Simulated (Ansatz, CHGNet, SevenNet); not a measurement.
# CsCl-type AuZn (cubic form, which distorts at low temperature): properties by level of theory

Reference values: formation enthalpy -0.235 ± 0.04 eV/atom (measured, temperature not stated, no zero-point or thermal correction; as tabulated in Nepal et al. (2020), arXiv:2007.11150).

| level (code) | lattice constant a (Å) | enthalpy of formation (eV/atom) |
|---|---|---|
| CHGNet-r²SCAN | [?] | -0.243 |
| SevenNet-0 | 3.200 | [?] |
| PBE (Ansatz) | 3.186 | [?] |
| rVV10 (Ansatz) | 3.212 | [?] |
| HSE06 (Ansatz) | [?] | [?] |

Problem. What belongs in the gaps?

Solution. 
- CHGNet-r²SCAN, lattice constant a (Å): 3.150
- SevenNet-0, enthalpy of formation (eV/atom): -0.228
- PBE (Ansatz, a first-principles code), enthalpy of formation (eV/atom): -0.213
- rVV10 (Ansatz), enthalpy of formation (eV/atom): -0.186
- HSE06 (Ansatz), lattice constant a (Å): 3.170
- HSE06 (Ansatz), enthalpy of formation (eV/atom): -0.259

Machine-learned potentials (CHGNet-r²SCAN, SevenNet-0) are trained on DFT data: a solid inside that data is no test of them.

Caveats: exact exchange on metals is sensitive to the k mesh and can open a false gap (HSE06); symmetry holds this phase in the static calculation, where it need not be a minimum (PBE, rVV10, HSE06). Ansatz's density-functional and Hartree–Fock values are scalar-relativistic unless marked +SOC, with PAW data made under PBE.

The computed numbers hold no vibrational or temperature effects.
